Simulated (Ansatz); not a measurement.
Consider WS2 in the 2H-MoS2 type structure (space group P6_3/mmc, No. 194; a = 3.1700 Å, c = 12.4918 Å; layered, stacked along the Cartesian z axis). Axes: x lies along a and z along c of the hexagonal cell.

Level of theory: r2SCAN+rVV10/PAW in Ansatz (an electronic-structure program), no SOC.

Before the change:

Hole mass: 0.74 mₑ along c, 0.62 mₑ across (at Γ)
Smallest direct gap: 1.90 eV

The change: compressive biaxial strain of 3.44 % in the plane normal to [001], as in epitaxy on a mismatched substrate; the out-of-plane cell vector and the atoms relax.

Question: Estimate the effect on the ratio −ε⊥/ε∥, hole mass and smallest direct gap.

Answer: The ratio −ε⊥/ε∥ amounts to 0.43; the hole mass changes from 0.74 mₑ along c, 0.62 mₑ across (at Γ) to 0.59 mₑ out of plane, 1.0 mₑ in plane (at Γ); the smallest direct gap goes up by 0.556 eV, from 1.90 eV to 2.45 eV.

Spin-orbit coupling, missing from the scalar runs, can matter with W. Effective masses come from finite differences of ±0.01 Å⁻¹. Stability against distortions was not tested.
